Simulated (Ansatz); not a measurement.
The starting structures come from a database of crystals and need not be the phases stable at ambient conditions.

Tunnelling through a barrier is set by its complex band structure: the current falls as exp(−2κd) with the smallest κ.

Given:

```xyz
16
Lattice="7.1866 0.0000 0.0000 0.0000 8.6429 0.0000 1.3739 4.3215 3.0951" Properties=species:S:1:pos:R:3 pbc="T T T"
Na     5.3899     2.8587     0.0000
Na     3.1706    10.1058     3.0951
Mg     0.0000     0.0000     0.0000
Mg     3.5933     0.0000     0.0000
S      5.3899     5.8637     0.0000
S      1.7966     2.7792     0.0000
O      6.4689     6.7186     0.5835
O      2.0916     6.2458     2.5115
O      5.6849    11.0401     2.5115
O      2.8756     1.9244     0.5835
O      7.3451     9.3006     2.0470
O      1.2154     3.6638     1.0481
O      4.8087     4.9791     1.0481
O      3.7518     7.9853     2.0470
F      5.3899     0.6726     0.0000
F      3.1706    12.2918     3.0951
```

Space group of this cell: C2/c. The cell is taken as given; by r2SCAN its mean pressure is -4.1 GPa.

Transport runs along the normal of the first two printed cell vectors.

The gap is the functional's own, uncorrected, and κ follows it; spin-orbit coupling is left out. Mid-gap values are interpolated between the computed energies.

Problem. Estimate the band gap and the smallest decay constant κ at mid-gap that r2SCAN (Ansatz, a first-principles code) returns for this system.

Solution. Gap 6.34 eV on a 6×10×10 mesh; κ = 0.518 1/Å, at the zone centre.
